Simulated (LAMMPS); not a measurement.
An MD run on Si (diamond structure), 1000 atoms, at 200 K and 0 GPa, heated as the crystal.

Model: classical MD, pair style meam/spline, file Si_1.meam.spline (LAMMPS).

Starting crystal:

```
Si
1.0
    5.43100     0.00000     0.00000
    0.00000     5.43100     0.00000
    0.00000     0.00000     5.43100
Si
8
Direct
  0.00000   0.00000   0.50000
  0.25000   0.75000   0.25000
  0.00000   0.50000   0.00000
  0.25000   0.25000   0.75000
  0.50000   0.00000   0.00000
  0.75000   0.75000   0.75000
  0.50000   0.50000   0.50000
  0.75000   0.25000   0.25000
```

Task: Give the state found, the enthalpy per atom, the volume per atom, the density as this potential yields it.

Result: state found: crystal; no diffusion seen in 30 ps; enthalpy per atom: -4.5539 ± 0.0001 eV; volume per atom: 19.895 ± 0.001 Å³; density: 2.3441 ± 0.0002 g/cm³.
